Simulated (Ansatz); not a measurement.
Effect of Li interstitial (started 2.04 Å from the nearest host atom), symmetric start on ScAl3

Base system: a 28-atom supercell of ScAl$_{3}$ in the Cu3Au type structure (space group Pm-3m, No. 221; a = 4.072 Å) at its relaxed geometry.

Now apply this change: one Li atom is added in an open site, starting 2.04 Å from the nearest host atom, atoms relaxed at fixed cell.

The values are results of Ansatz (a first-principles code), PBEsol, PAW, cutoff 420 eV, no spin-orbit coupling, not measurements. Γ-centred 6×6×6 mesh, Fermi–Dirac width 0.05 eV.

| quantity | base | changed | shift |
|---|---|---|---|
| final site of the added atom | – | 4 Al at 2.22 Å and 2 Sc at 2.23 Å (octahedral) | – |

In so small a cell the defect repeats every few ångströms: this is an ordered compound, not a dilute defect. The defect started on the symmetric site and kept its symmetry, so it may sit on a saddle. All final runs are without spin polarisation. The defect cell is not spin-polarised.
